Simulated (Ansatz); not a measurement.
## Effect of pressure −1 GPa on W

The parent structure is W in the bcc (W type) structure (space group Im-3m, No. 229; a = 3.169 Å).

Perturbation: hydrostatic tension (pressure −1 GPa).

Calculations: plane-wave PAW DFT at the r2SCAN level (Ansatz, an electronic-structure program, 500 eV), no spin-orbit coupling. Settings: 21×21×21 k-points, 0.05 eV Fermi–Dirac smearing.

```yaml
lattice_parameter_a: 5.995 bohr (base 5.989 bohr)
shortest_interatomic_distance: 5.192 bohr (base 5.187 bohr)
band_gap: zero (base zero)
```

Final structure:

```yaml
crystal:
  lattice:
    - [-1.58633, 1.58633, 1.58633]
    - [1.58633, -1.58633, 1.58633]
    - [1.58633, 1.58633, -1.58633]
  atoms:
    - { symbol: W, position: [0.00000, 0.00000, 0.00000] }
```

Load acts through the strain it causes; cell and atoms are relaxed under it. Stability against distortions was not tested. All final runs are without spin polarisation.
